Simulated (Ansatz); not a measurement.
Amorphous Si₂₄O₄₇F₂, 73 atoms at 2.04 g/cm³, one PBE-relaxed geometry, zone centre. Methods: PBE, scalar-relativistic without spin-orbit coupling (Ansatz, a first-principles code); r2SCAN, scalar-relativistic without spin-orbit coupling (Ansatz). Plane waves to 420 eV (r2SCAN 500 eV). All rungs ran without spin polarisation.

Preparation: random packing, a CHGNet melt and quench, and a DFT relaxation. O and F atoms were pushed apart under 1.9 Å during the dynamics, to hinder bonds among them. The hot cell started wider than the set density and was brought back towards it in steps. It is the lowest in DFT energy of 2 quenches. It is a model cell: composition and starting density were chosen by hand, and all elements were melted together. No dispersion term was used. Its density started from a set value of 2.04 and ended at 2.04 g/cm³. Cooling (nominally 150 K/ps over its main leg) ran many orders faster than in experiment, which tends to leave more defects and strain. A cell of this size samples the disorder only roughly. The volume was held where the preparation left it, at a PBE pressure of -4.0 GPa (tension). Stress components on the final sampling reach 7.0 GPa.

The relaxation ran on the zone centre alone. At PBE the gap is 4.78 eV on a 2×2×2 Γ-centred mesh, and the spacing at the zone centre alone 4.80 eV.

Problem. What zone-centre spacing does r2SCAN give, roughly?

Solution. 5.54 eV (+0.75 eV against PBE).

The highest filled and the lowest empty state spread over these numbers of atoms (participation numbers): PBE: 31.1 and 46.1; r2SCAN: 31.3 and 52.1.
